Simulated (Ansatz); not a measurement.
**B2O3 (Cmc2₁, No. 36, 10 atoms in the cell; start mp-717; high-pressure phase): band gap by level of theory**

No measured value is used here.

| level (code) | value (eV) |
|---|---|
| LDA (Ansatz) | 8.34 (indirect) |
| PBEsol (Ansatz) | 8.41 (indirect) |
| r²SCAN (Ansatz) | ? |
| HSE06 (Ansatz) | 10.61 (indirect) |
| PBE0 (Ansatz) | 11.37 (indirect) |
| G0W0@PBEsol (Ansatz) | ? |

**Question.** Complete the blanks.

**Answer.** 
- r²SCAN (Ansatz, a program for electronic structure), value (eV): 9.32 (indirect)
- G0W0@PBEsol (Ansatz), value (eV): 11.62 (indirect)

Computed values are for a static lattice.  Values are at the PBEsol cell. Cutoffs and k meshes differ between the levels. Ansatz's density-functional and Hartree–Fock values are scalar-relativistic unless marked +SOC, with PAW data made under PBE.

A start named mp-… is a Materials Project structure, which need not be a measured phase.
